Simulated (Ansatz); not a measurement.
# YAl3, pressure series

The parent structure is YAl₃ (space group P6_3/mmc, No. 194; a = 6.208 Å, c = 4.593 Å; a cell from a computed database, its experimental status unchecked).

Cell and atoms are relaxed at each pressure.

Method: PBEsol/PAW in Ansatz (a first-principles code), scalar-relativistic without spin-orbit coupling.

```
pressure (GPa)  volume per atom (Å³/atom)
--------------  -------------------------
-2                                 19.710
-1                                      ?
0                                  19.162
0.3                                19.087
0.7                                18.989
1.5                                18.799
3                                  18.468
5                                  18.064
```

Fit the third-order Birch–Murnaghan form P(V) = (3B₀/2)[(V₀/V)^(7/3) − (V₀/V)^(5/3)]·[1 + (3/4)(B₀′ − 4)((V₀/V)^(2/3) − 1)] (squares taken in P) to the rows shown and predict the withheld row.

Least squares on the printed values gives V₀ = 19.163 Å³/atom, B₀ = 75.3 GPa, B₀′ = 4.0; this predicts 19.427 Å³/atom, and the run gives 19.427 Å³/atom, in agreement.

Load acts through the strain it causes; cell and atoms are relaxed under it. No phonon test of stability was made. No other phases were tried under pressure. All final runs are without spin polarisation.
